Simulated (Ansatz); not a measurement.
The parent structure is Cd in the hcp (Mg type) structure (space group P6_3/mmc, No. 194; a = 3.016 Å, c = 5.819 Å).

Computed with DFT with PBE, PAW potentials and a 420 eV plane-wave cutoff in Ansatz (a quantum-chemistry and plane-wave program), spin-orbit coupling left out.

Before the change:

```
Property              Result
-------------------  -------
Lattice parameter a  3.016 Å
Band gap                zero
c/a ratio              1.929
```

Now apply this change: a hydrostatic pressure of 30 GPa.

Question: What happens to the lattice parameter a?

Answer: The lattice parameter a decreases by 0.157 Å (3.016 Å → 2.859 Å).

Question: Predict the new band gap.

Answer: The band gap stays zero.

Question: Predict the new c/a ratio.

Answer: The c/a ratio decreases by 0.2697, from 1.929 to 1.660.

Load acts through the strain it causes; cell and atoms are relaxed under it. Whether these cells are dynamically stable was not tested. No other phases were tried under pressure.
